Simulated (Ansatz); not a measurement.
This Ansatz (an electronic-structure program) input is the reference run, HgS in the zinc blende structure (space group F-43m, No. 216), computed with LDA (Ansatz; PAW; 420 eV plane waves; scalar-relativistic without spin-orbit coupling):

Ansatz 0.2 input:
```yaml
crystal:
  lattice:
    - [0, 2.9059730649, 2.9059730649]
    - [2.9059730649, 0, 2.9059730649]
    - [2.9059730649, 2.9059730649, 0]
  atoms:
    - { symbol: Hg, position: [0, 0, 0] }
    - { symbol: S, position: [0.25, 0.25, 0.25] }
basis: { ecutwfc: 420, ecutrho_ratio: 4, xc_grid: 2, fft_grid_basis: typed }
kpoints: { mp_grid: { grid: [10, 10, 10] } }
hamiltonian:
  xc: lda
  dispersion: none
  pseudopotentials: { kind: paw }
scf: { occupations: { method: fermi_dirac, width: 0.05 }, convergence: { dr2_threshold: 0.0000000002 } }
output: { forces: true, stress: true }
checkpoint: { write: state.ck, write_every: 1000 }
```

Task: Write the input for this change: the cell is stretched by 2.00 % along z with no lateral relaxation, atoms relaxed at fixed cell.

Result: 
Ansatz 0.2 input:
```yaml
crystal:
  lattice:
    - [0, 2.9059730649, 2.9640925262]
    - [2.9059730649, 0, 2.9640925262]
    - [2.9059730649, 2.9059730649, 0]
  atoms:
    - { symbol: Hg, position: [0, 0, 0] }
    - { symbol: S, position: [0.25, 0.25, 0.25] }
basis: { ecutwfc: 420, ecutrho_ratio: 4, xc_grid: 2, fft_grid_basis: typed }
kpoints: { mp_grid: { grid: [10, 10, 10] } }
hamiltonian:
  xc: lda
  dispersion: none
  pseudopotentials: { kind: paw }
scf: { occupations: { method: fermi_dirac, width: 0.05 }, convergence: { dr2_threshold: 0.0000000002 } }
relax: { f_tol: 0.005, max_steps: 50 }
output: { forces: true, stress: true }
checkpoint: { write: state.ck, write_every: 1000 }
```
This is the input that was run.

The cells carry an imposed strain or load. Whether these cells are dynamically stable was not tested. The final runs are not spin-polarised.
